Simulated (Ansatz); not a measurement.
Consider W in the bcc (W type) structure (space group Im-3m, No. 229; relaxed with 0.1 eV smearing).

```
W
1.0
   -1.56765     1.56765     1.56765
    1.56765    -1.56765     1.56765
    1.56765     1.56765    -1.56765
W
1
Direct
  0.00000   0.00000   0.00000
```

Cartesian axes are those of the cell as printed.

Method: plane-wave PAW DFT at the LDA level (Ansatz, a program for electronic structure, 420 eV), scalar-relativistic without spin-orbit coupling.

It is then changed as follows: the cell is compressed by 0.50 % along z with no lateral relaxation; the atoms relax in the strained cell.

Problem. What does the calculation give for the energy relative to the base and stress after the change?

Solution. The energy rises by 0.7 meV/atom; the stress (xx, yy, zz, yz, xz, xy; compression positive) amounts to (1.1, 1.1, 2.9, 0.0, 0.0, 0.0) GPa.

No phonon test of stability was made. All final runs are without spin polarisation.
